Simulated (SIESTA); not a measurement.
**SIESTA run on RbMnCuS2 (Imm2, 5 atoms in the cell): self-consistent single point**

Method: LDA PW92, numerical atomic orbitals TZP, PseudoDojo LDA standard norm-conserving potentials (rewritten from UPF to PSML) (SIESTA).

Input:

```
# files in the folder: Rb.psml Mn.psml Cu.psml S.psml (PseudoDojo LDA standard)
SystemName  RbMnCuS2
SystemLabel siesta

NumberOfAtoms                5
NumberOfSpecies              4
%block ChemicalSpeciesLabel
  1 37 Rb
  2 25 Mn
  3 29 Cu
  4 16 S
%endblock ChemicalSpeciesLabel
LatticeConstant              1.0 Ang
%block LatticeVectors
    -1.991328000    1.991328000    6.827018000
     1.991328000   -1.991328000    6.827018000
     1.991328000    1.991328000   -6.827018000
%endblock LatticeVectors
AtomicCoordinatesFormat      Ang
%block AtomicCoordinatesAndAtomicSpecies
    -0.000000000    0.000000000    0.050001080  1
     1.991328000    0.000000000    3.413509000  2
     0.000000000    1.991328000    3.413509000  3
     0.000000000   -0.000000000    8.874713779  4
    -0.000000000    0.000000000    4.779322221  4
%endblock AtomicCoordinatesAndAtomicSpecies

XC.functional                LDA
XC.authors                   PW92
PAO.BasisSize                TZP
PAO.EnergyShift              0.005 Ry
MeshCutoff                   350 Ry
%block kgrid.MonkhorstPack
    4   0   0  0.0
    0   4   0  0.0
    0   0   4  0.0
%endblock kgrid.MonkhorstPack
OccupationFunction           FD
ElectronicTemperature        50.0 meV
Spin                         polarized
%block DM.InitSpin
  1 +0.00
  2 +4.00
  3 +0.00
  4 +0.00
  5 +0.00
%endblock DM.InitSpin

MaxSCFIterations             150
SCF.Mixer.Method             Broyden
SCF.Mixer.Weight             0.1
SCF.Mixer.History            6
SCF.DM.Tolerance             1.0E-05
Diag.ParallelOverK           true
WriteForces                  true
Charge.Mulliken              end
```

The program printed (abridged):

```
reinit: Reading from file input.fdf

reinit: System Name: RbMnCuS2
reinit: System Label: siesta

NOTE on units for spin output:
{S} is the spin magnetic moment, in units of the Bohr magneton,
assuming a g-factor for the electron spin of exactly 2.
The spin magnetic moment is then numerically equal to the charge inbalance,
in units of electrons, between the spin-up and -down channels.

coor:   Atomic-coordinates input format  =     Cartesian coordinates
coor:                                          (in Angstroms)

siesta: Atomic coordinates (Bohr) and species
siesta:     -0.00000   0.00000   0.09449  1        1
siesta:      3.76306   0.00000   6.45060  2        2
siesta:      0.00000   3.76306   6.45060  3        3
siesta:      0.00000  -0.00000  16.77078  4        4
siesta:     -0.00000   0.00000   9.03161  4        5

siesta: System type = bulk

initatomlists: Number of atoms, orbitals, and projectors:      5    94    90

siesta: ******************** Simulation parameters ****************************
redata: Spin configuration                          = collinear
redata: Time-Reversal Symmetry                      = T
redata: Number of Atomic Species                    =        4
redata: Mesh Cutoff                                 =   350.0000 Ry
redata: Net charge of the system                    =     0.0000 |e|
redata: Min. number of SCF Iter                     =        0
redata: Max. number of SCF Iter                     =      150
redata: SCF convergence failure will abort job
redata: SCF mix quantity                            = Hamiltonian
redata: Mix DM or H after convergence               =   F
redata: Recompute H after scf cycle                 =   F
redata: Mix DM in first SCF step                    =   T
redata: No kicks to SCF
redata: DM Mixing Weight for Kicks                  =     0.5000
redata: Require Harris convergence for SCF          =   F
   [... lines left out ...]
diag: Used triangular part                          = Lower
diag: Absolute tolerance                            =  0.100E-15
diag: Orthogonalization factor                      =  0.100E-05
diag: Memory factor                                 =  1.0000

superc: Internal auxiliary supercell:     7 x     7 x     9  =     441
superc: Number of atoms, orbitals, and projectors:   2205  41454  39690

                        Single-point calculation

superc: Internal auxiliary supercell:     7 x     7 x     9  =     441
superc: Number of atoms, orbitals, and projectors:   2205  41454  39690

outcell: Unit cell vectors (Ang):
       -1.991328    1.991328    6.827018
        1.991328   -1.991328    6.827018
        1.991328    1.991328   -6.827018

outcell: Cell vector modules (Ang)   :    7.385049    7.385049    7.385049
outcell: Cell angles (23,13,12) (deg):    148.7139    148.7139     44.8326
outcell: Cell volume (Ang**3)        :    108.2871
new_DM -- step:     1
Initializing Density Matrix...

Attempting to read DM from file... Failed...
DM filled with atomic data (user-defined):

InitMesh: MESH = 72 x 72 x 54 = 279936
InitMesh: Mesh cutoff (required, used) =   350.000   420.310 Ry

stepf: Fermi-Dirac step function
        iscf     Eharris(eV)        E_KS(eV)     FreeEng(eV)     dDmax    Ef(eV) dHmax(eV)
   scf:    1    -8556.267866    -9160.972906    -9161.040751  3.755451 -1.062421120.453378
     spin moment: {S} , |S| = {        0.0        0.0    1.85561 }     1.85561
   scf:    2    -9318.817737    -9430.296741    -9430.332335  2.664760 -2.352038 32.579389
     spin moment: {S} , |S| = {        0.0        0.0    3.86403 }     3.86403
   scf:    3    -9465.849056    -9452.150246    -9452.160815  0.780089 -3.401302 11.718485
     spin moment: {S} , |S| = {        0.0        0.0    4.83794 }     4.83794
   scf:    4    -9457.710673    -9455.301655    -9455.308820  0.114184 -3.834927  5.954571
     spin moment: {S} , |S| = {        0.0        0.0    4.92757 }     4.92757
   scf:    5    -9442.653656    -9452.862972    -9452.893566  0.168207 -4.268882  9.632763
     spin moment: {S} , |S| = {        0.0        0.0    4.45730 }     4.45730
   scf:    6    -9456.311301    -9454.726886    -9454.751079  0.057936 -4.223861  7.053248
   [... lines left out ...]
   scf:   20    -9456.672473    -9456.672470    -9456.674977  0.000076 -4.028607  0.002205
     spin moment: {S} , |S| = {        0.0        0.0    4.98736 }     4.98736
   scf:   21    -9456.672477    -9456.672473    -9456.674978  0.000086 -4.028568  0.001155
     spin moment: {S} , |S| = {        0.0        0.0    4.98737 }     4.98737
   scf:   22    -9456.672476    -9456.672475    -9456.674978  0.000045 -4.028564  0.000787
     spin moment: {S} , |S| = {        0.0        0.0    4.98738 }     4.98738
   scf:   23    -9456.672476    -9456.672476    -9456.674978  0.000022 -4.028586  0.000591
     spin moment: {S} , |S| = {        0.0        0.0    4.98738 }     4.98738
   scf:   24    -9456.672477    -9456.672476    -9456.674978  0.000012 -4.028605  0.000494
     spin moment: {S} , |S| = {        0.0        0.0    4.98739 }     4.98739
   scf:   25    -9456.672477    -9456.672477    -9456.674978  0.000010 -4.028622  0.000439
     spin moment: {S} , |S| = {        0.0        0.0    4.98739 }     4.98739
SCF Convergence by DM+H criterion
max |DM_out - DM_in|         :     0.0000095645
max |H_out - H_in|      (eV) :     0.0004389867
SCF cycle converged after 25 iterations

Using DM_out to compute the final energy and forces

siesta: E_KS(eV) =            -9456.6725

siesta: E_KS - E_eggbox =     -9456.6725

siesta: Atomic forces (eV/Ang):
     1    0.000030    0.000033   -0.073960
     2   -0.000073    0.000072    0.050581
     3    0.000023   -0.000037    0.019181
     4   -0.000083   -0.000077    0.236120
     5    0.000082    0.000087   -0.231957
   Tot   -0.000021    0.000077   -0.000035
   Max    0.236120
   Res    0.088677    sqrt( Sum f_i^2 / 3N )
   Max    0.236120    constrained

Stress tensor Voigt[x,y,z,yz,xz,xy] (kbar):       46.06       46.43       43.86        0.00        0.00       -0.11
(Free)E + p*V (eV/cell)    -9459.7469
Target enthalpy (eV/cell)    -9456.6750

siesta: Program's energy decomposition (eV):
siesta: Ebs     =     -1579.552643
siesta: Eions   =     12187.275540
siesta: Ena     =      1140.203013
siesta: Ekin    =      4102.125931
siesta: Enl     =     -1078.556881
siesta: Eso     =         0.000000
siesta: Edftu   =         0.000000
siesta: DEna    =        50.602805
siesta: DUscf   =         2.269415
siesta: DUext   =         0.000000
siesta: Ex      =     -1361.883192
siesta: Ec      =      -124.158027
siesta: Exc     =     -1486.041220
siesta: Eharris =     -9456.672477
siesta: Etot    =     -9456.672477
siesta: FreeEng =     -9456.674978

siesta: Atomic forces (eV/Ang):
siesta:      1    0.000030    0.000033   -0.073960
siesta:      2   -0.000073    0.000072    0.050581
siesta:      3    0.000023   -0.000037    0.019181
siesta:      4   -0.000083   -0.000077    0.236120
siesta:      5    0.000082    0.000087   -0.231957
siesta: ----------------------------------------
siesta:    Tot   -0.000021    0.000077   -0.000035

siesta: Stress tensor (static) (eV/Ang**3):
siesta:     0.028746   -0.000071    0.000001
siesta:    -0.000071    0.028981    0.000002
siesta:     0.000001    0.000002    0.027377

siesta: Cell volume =        108.287079 Ang**3

siesta: Pressure (static):
   [... lines left out ...]
siesta:         -45.45032446        -51.47332459  kBar
   [... lines left out ...]
               4pz     4px     3dxy    3dyz    3dz2    3dxz    3dx2-y2 3dxy
               3dyz    3dz2    3dxz    3dx2-y2 3dxy    3dyz    3dz2    3dxz
               3dx2-y2
   3  9.476   0.994   0.165  -0.225   0.270   1.002   1.001   1.002   0.182
              0.163   0.178   0.876   0.866   0.871   0.866   0.889   0.002

              0.026   0.022   0.026   0.026   0.047   0.057   0.065   0.058

              0.047

Species: S
Atom  Qatom  Qorb
               3s      3s      3s      3py     3pz     3px     3py     3pz
               3px     3py     3pz     3px     3Pdxy   3Pdyz   3Pdz2   3Pdxz
               3Pdx2-y2
   4  3.090   0.690  -0.021   0.169   0.680   0.800   0.650  -0.090  -0.130
             -0.047   0.147   0.098   0.080   0.015   0.011   0.012   0.016

              0.009
   5  3.074   0.689  -0.023   0.173   0.627   0.785   0.659  -0.047  -0.126
             -0.090   0.097   0.103   0.164   0.014   0.016   0.012   0.010

              0.009

mulliken: Qtot =       25.006

Mulliken Atomic Populations:
Atom #   charge [q] valence [e]      Sz [e]  Species
     1     0.315729    8.684271    0.024022  Rb
     2     0.470948   14.529052    4.455686  Mn
     3    -0.032975   19.032975    0.081430  Cu
     4    -0.390965    6.390965    0.211953  S
     5    -0.362738    6.362738    0.214298  S
 Total     0.000000                4.987389
```

The run converged in 25 iterations.

The starting cell comes from a database of computed structures (which also holds hypothetical and non-ambient phases and stackings), without a prior relaxation at this level. Its lattice was rescaled by up to half a per cent. One atom was moved a little off its site on purpose. With one magnetic atom in the cell only a parallel order is possible. Values carry the incompleteness of an atom-centred basis. With a pressure of about -5 GPa the cell is away from its equilibrium volume at this level.

Cost on one core of a shared machine: roughly 4 min.
